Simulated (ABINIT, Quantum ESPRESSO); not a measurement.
A Quantum ESPRESSO input for a self-consistent single point of ZnFe₃C (Pm-3m, 5 atoms in the cell) (DFT, PBEsol, plane waves, GBRV 1.5 ultrasoft (PBESOL) pseudopotentials):

```fortran
&CONTROL
  calculation = 'scf',
  prefix = 'scf',
  outdir = './work',
  pseudo_dir = './',
  tprnfor = .true.,
  tstress = .true.,
/
&SYSTEM
  ibrav = 1,
  A = 3.7728900000,
  nat = 5,
  ntyp = 3,
  ecutwfc = 50,
  ecutrho = 400,
  occupations = 'smearing',
  smearing = 'fermi-dirac',
  degauss = 0.0099958,
  nspin = 2,
  starting_magnetization(2) = 0.250,
/
&ELECTRONS
  conv_thr = 1.0d-10,
  mixing_beta = 0.3,
/
ATOMIC_SPECIES
Zn    65.3800  zn_pbesol_v1.uspp.F.UPF
Fe    55.8450  fe_pbesol_v1.5.uspp.F.UPF
C     12.0110  c_pbesol_v1.2.uspp.F.UPF
ATOMIC_POSITIONS {angstrom}
Zn    0.0000000000    0.0000000000    0.0000000000
Fe    1.8864450000    0.0000000000    1.8864450000
Fe    0.0000000000    1.8864450000    1.8864450000
Fe    1.8864450000    1.8864450000    0.0000000000
C     1.8864450000    1.8864450000    1.8864450000
K_POINTS {automatic}
7 7 7  0 0 0
```

### Question
Write the same calculation as an input for ABINIT.

### Answer
One input that does it (others would too):

```
# ZnFe3C, JTH v2.0 PBE PAW
pp_dirpath "./"
pseudos "Zn.GGA_PBE-JTH.xml, Fe.GGA_PBE-JTH.xml, C.GGA_PBE-JTH.xml"
acell 3*1.0 Angstrom
rprim
         3.7728900000    0.0000000000    0.0000000000
         0.0000000000    3.7728900000    0.0000000000
         0.0000000000    0.0000000000    3.7728900000
natom 5
ntypat 3
znucl 30 26 6
typat 1 2 2 2 3
xcart
         0.0000000000    0.0000000000    0.0000000000
         1.8864450000    0.0000000000    1.8864450000
         0.0000000000    1.8864450000    1.8864450000
         1.8864450000    1.8864450000    0.0000000000
         1.8864450000    1.8864450000    1.8864450000
      Angstrom
ecut 30
pawecutdg 60
pawovlp -1
ixc -116133
nsppol 2
spinat
      0 0 0
      0 0 4
      0 0 4
      0 0 4
      0 0 0
occopt 3
tsmear 0.00499791
nband 48
kptopt 1
ngkpt 7 7 7
nshiftk 1
shiftk 0 0 0
nstep 80
toldfe 1.0e-09
prtwf 0
prtden 0
prtvol 1
```

Basis, cutoffs, solver keys and any potentials are the target program's own. This input uses DFT, PBEsol, plane waves, PAW (JTH v2.0 PBE PAW, files made for PBE).

The starting cell comes from a database of computed structures (which also holds hypothetical and non-ambient phases and stackings), without a prior relaxation at this level.
